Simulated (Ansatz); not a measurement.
Take MgB2 (space group P6/mmm, No. 191; a = 3.069 Å, c = 3.512 Å; relaxed with 0.1 eV smearing) as the base. Axes: x lies along a and z along c of the hexagonal cell.

Method: r2SCAN, PAW, 500 eV (Ansatz, an electronic-structure program; without spin-orbit coupling).

Perturbation: tensile biaxial strain of 4.22 % in the plane normal to [001], as in epitaxy on a mismatched substrate; the out-of-plane cell vector and the atoms relax.

### Question
Predict the new out-of-plane strain and in-plane stress.

### Answer
The out-of-plane strain amounts to -1.10 %; the mean in-plane stress (compression positive) is -17.4 GPa.

No phonon test of stability was made. All final runs are without spin polarisation.
